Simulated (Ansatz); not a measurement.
Amorphous cells of 8 compositions: the gap between the highest filled and lowest empty level at the zone centre, by PBE and by a single point of HSE06 on the same geometry (PBE, scalar-relativistic without spin-orbit coupling (plane waves to 420 eV, PAW; Ansatz, a first-principles code); exact exchange cut at the cells' faces). The networks come from melt-quench runs on the CHGNet potential at compositions and starting densities chosen by hand, with anions pushed apart in the CHGNet dynamics, and DFT then relaxed them. The cells are small and were quenched far faster than real films, so single cells scatter. Defect or tail levels can set these gaps. The rows are the first to finish with both values and no moments.

```tsv
cell	PBE gap x (eV)	HSE06 gap y (eV)
A (Hf18O38Ge, 8.34 g/cm3)	3.26	4.77
B (Hf18O39Ga2, 8.70 g/cm3)	3.57	5.11
C (Hf18O39La2, 8.73 g/cm3)	3.72	5.25
D (Hf18O39Y2, 8.54 g/cm3)	3.92	5.46
E (Hf18O39Al2, 8.56 g/cm3)	3.93	5.52
F (Hf18O38Si, 8.61 g/cm3)	4.01	5.56
G (Hf18O39Sc2, 8.11 g/cm3)	4.08	withheld
H (Hf18O39B2, 8.42 g/cm3)	4.31	5.89
```

Task: Fit a straight line through the 7 full rows and predict the withheld value for G (Hf18O39Sc2, 8.11 g/cm3).

Result: Means: x = 3.817, y = 5.366. Slope = Σ(Δx Δy) / Σ(Δx²) = 0.7293 / 0.6843 = 1.07; the r.m.s. residual is 0.016. Prediction: 5.366 + 1.07 × (4.08 − 3.817) = 5.65. The run gave 5.62, 0.03 below the line.
